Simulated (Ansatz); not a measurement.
Take TlBr in the zinc blende structure (space group F-43m, No. 216; a = 7.311 Å; a hypothetical phase, not in the database extracts checked) as the base. Axes: x, y, z lie along the cube axes.

Structures relaxed with PBEsol, PAW, 420 eV (Ansatz, a quantum-chemistry and plane-wave program; without spin-orbit coupling), earlier PAW set.

Base:

Simulated powder pattern, Co Kα, λ = 1.79026 Å (kinematic, ideal powder, no thermal factors, no anomalous dispersion; the 10 strongest lines at most, above 2 %, up to 2θ = 90°):

```
2θ (°)  I/Imax (%)    hkl
------  ----------  -----
24.49          100  (111)
28.35           15  (200)
40.52           72  (220)
47.92           53  (311)
58.65           13  (400)
64.51           23  (331)
66.40          6.8  (420)
73.72           27  (422)
79.02           18  (511)
87.68          9.1  (440)
```

It is then changed as follows: strain tensor (xx, yy, zz, yz, xz, xy) = (+1.48, −2.48, +0.25, +0.25, +0.96, +0.57) %, atoms relaxed at fixed cell.

Q: Where do the lines fall after the change?

A: 
Simulated powder pattern, Co Kα, λ = 1.79026 Å (kinematic, ideal powder, no thermal factors, no anomalous dispersion; the 10 strongest lines at most, above 2 %, up to 2θ = 90°):

| 2θ (°) | I/Imax (%) | hkl |
|---|---|---|
| 24.27 | 99 | (1 -1 1) |
| 24.55 | 99 | (-1 1 1) |
| 24.66 | 100 | (111) |
| 24.77 | 100 | (1 1 -1) |
| 39.77 | 50 | (2 -2 0) |
| 40.52 | 48 | (202) |
| 40.57 | 48 | (220) |
| 40.92 | 47 | (0 2 -2) |
| 41.01 | 46 | (2 0 -2) |
| 41.12 | 46 | (022) |

The indices refer to the base's conventional cell; one index is shown for lines that coincide. The space group is now P1 (No. 1).

Stability against distortions was not tested.
